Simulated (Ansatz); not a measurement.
# A computed series for W: response to strain

Base system: W in the bcc (W type) structure (space group Im-3m, No. 229; relaxed with 0.1 eV smearing).

```
CELL_PARAMETERS angstrom
     -1.58442     1.58442     1.58442
      1.58442    -1.58442     1.58442
      1.58442     1.58442    -1.58442
ATOMIC_POSITIONS crystal
  W  0.00000 0.00000 0.00000
```

Cartesian axes are those of the cell as printed.

Strains are applied to the cell and any free atomic positions relax; under biaxial strain the out-of-plane vector relaxes too.

Calculations: DFT with r2SCAN, PAW potentials and a 500 eV plane-wave cutoff in Ansatz (an electronic-structure program), without spin-orbit coupling.

Notes on the quantities. in-plane stress: mean in-plane stress (compression positive).

| variant | in-plane stress | ratio −ε⊥/ε∥ |
|---|---|---|
| biaxial strain −3.00 %, plane normal [001], relaxed out of plane | +19.4 GPa | 0.84 |
| biaxial strain −2.50 %, plane normal [001], relaxed out of plane | +16.0 GPa | [?] |
| biaxial strain −2.00 %, plane normal [001], relaxed out of plane | +12.7 GPa | [?] |
| biaxial strain −1.50 %, plane normal [001], relaxed out of plane | [?] | 0.78 |
| biaxial strain −1.00 %, plane normal [001], relaxed out of plane | [?] | 0.77 |
| biaxial strain −0.50 %, plane normal [001], relaxed out of plane | +3.0 GPa | – |

Task: Fill in the withheld entries from the trend.

Result: 
- biaxial strain −2.50 %, plane normal [001], relaxed out of plane, ratio −ε⊥/ε∥: 0.82
- biaxial strain −2.00 %, plane normal [001], relaxed out of plane, ratio −ε⊥/ε∥: 0.80
- biaxial strain −1.50 %, plane normal [001], relaxed out of plane, in-plane stress: +9.4 GPa
- biaxial strain −1.00 %, plane normal [001], relaxed out of plane, in-plane stress: +6.2 GPa

Stability against distortions was not tested. All final runs are without spin polarisation.
